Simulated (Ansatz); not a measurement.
Spacing of the highest filled and lowest empty level at the zone centre in eight small model glasses of hand-chosen composition and density, fast-quenched (anions pushed apart in CHGNet runs), each at its PBE geometry, by PBE and by HSE06 (Ansatz, a first-principles code, plane waves, PAW). The cells are the first eight to finish that balance their formal charges, show no moments and no lower geometry on charging where those were tested, and have a gap at both levels; defect levels can set the spacings, and exact exchange is cut at the cells' faces.

```csv
cell,quench by,pressure (GPa),levels at the gap,PBE (eV),"experiment, tabulated (eV)"
Al28O43Ag2,CHGNet,0.1,localised at the filled edge,1.71,-
In24O39Y2,CHGNet,0.1,localised at the filled edge,0.63,-
Al28O43Zn,CHGNet,1.0,localised at the filled edge,2.95,-
Hf18O37Mg,CHGNet,0.8,localised at the filled edge,3.89,-
Ga24O37Li2,CHGNet,0.1,localised at the filled edge,1.55,-
Si24O51Lu2,CHGNet,-0.7,localised at the filled edge,4.10,-
Ga24O41Ta2,CHGNet,0.5,localised at the filled edge,1.85,-
In9Ga9Zn9O39Mo,CHGNet,2.2,localised at the filled edge,1.07,-
```

Problem. What does HSE06 give, and how does it move these values against PBE?

Solution. Al28O43Ag2 3.28, In24O39Y2 1.98, Al28O43Zn 4.60, Hf18O37Mg 5.48, Ga24O37Li2 3.25, Si24O51Lu2 5.83, Ga24O41Ta2 3.57, In9Ga9Zn9O39Mo 2.60 eV. It raises them by +1.35 to +1.73 eV, +1.60 eV on average. A straight line through the eight gives HSE06 = 1.06 × PBE +1.48 eV, with a scatter of 0.10 eV.
